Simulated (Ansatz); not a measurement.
Take MgS in the rock salt structure (space group Fm-3m, No. 225; a = 5.182 Å) as the base. Axes: x, y, z lie along the cube axes.

Perturbation: uniaxial stress, 2 GPa compression along x, with the cell and atoms free to relax against it.

Levels (all Ansatz, a quantum-chemistry and plane-wave program, PAW): PBEsol (420 eV, no SOC); HSE06+SOC (420 eV, with spin-orbit coupling).

The geometry is relaxed with PBEsol.

| Item | Result |
|---|---|
| PBEsol lowest conduction level above the VBM at special points | M 2.66 eV; X 2.75 eV; S 3.70 eV; Γ 3.73 eV |
| PBEsol valence-band top at Γ | 0.00, 0.00, -0.08 eV |

**Question.** What does HSE06+SOC give at this geometry for the lowest conduction level above the VBM at special points and valence-band top at Γ?

**Answer.** The lowest conduction level above the VBM at special points becomes M 3.73 eV; X 3.82 eV; S 4.80 eV; Γ 4.94 eV (PBEsol: M 2.66 eV; X 2.75 eV; S 3.70 eV; Γ 3.73 eV); the valence-band top at Γ (three highest Kramers pairs, from the VBM) goes from 0.00, 0.00, -0.08 eV to 0.00, -0.04, -0.15 eV.

Single points use the geometry relaxed with PBEsol. HSE06 gaps are upper bounds (no full band path). Differences between runs with and without spin-orbit coupling are approximate. The levels and masses belong to the bands next to the band gap. Load acts through the strain it causes; cell and atoms are relaxed under it. Beyond what the load breaks, stability against distortions was not tested. Labels are those of the standard path for the cell's own space group.
